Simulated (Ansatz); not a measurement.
We consider stishovite (SiO2), described by LDA (PAW; Ansatz, a program for electronic structure).

Run with plane-wave cutoff 520 eV, 8×8×12 k mesh (along the axes of the cell as run), perturbation theory, force constants from a 4×4×4 q mesh, scalar-relativistic PAW data made under PBE.

Computed at the level's own relaxed cell. Harmonic vibrational thermodynamics at fixed volume:

```tsv
T (K)	S_vib (J/K per mol of atoms)	C_V (J/K per mol of atoms)	F_vib (eV/atom)
200	3.76	8.29	0.1061
400	[?]	[?]	[?]
500	[?]	[?]	[?]
700	[?]	[?]	[?]
800	[?]	[?]	[?]
900	[?]	[?]	[?]
1000	[?]	[?]	[?]
```

Task: Complete the blanks.

Result: 
- 400, S_vib (J/K per mol of atoms): 12.74
- 400, C_V (J/K per mol of atoms): 17.37
- 400, F_vib (eV/atom): 0.0890
- 500, S_vib (J/K per mol of atoms): 16.87
- 500, C_V (J/K per mol of atoms): 19.58
- 500, F_vib (eV/atom): 0.0737
- 700, S_vib (J/K per mol of atoms): 23.89
- 700, C_V (J/K per mol of atoms): 21.93
- 700, F_vib (eV/atom): 0.0311
- 800, S_vib (J/K per mol of atoms): 26.86
- 800, C_V (J/K per mol of atoms): 22.58
- 800, F_vib (eV/atom): 0.0048
- 900, S_vib (J/K per mol of atoms): 29.55
- 900, C_V (J/K per mol of atoms): 23.04
- 900, F_vib (eV/atom): -0.0244
- 1000, S_vib (J/K per mol of atoms): 32.00
- 1000, C_V (J/K per mol of atoms): 23.39
- 1000, F_vib (eV/atom): -0.0563

The crystal is taken as a harmonic solid at every temperature: melting, phase changes and thermal expansion are not seen.
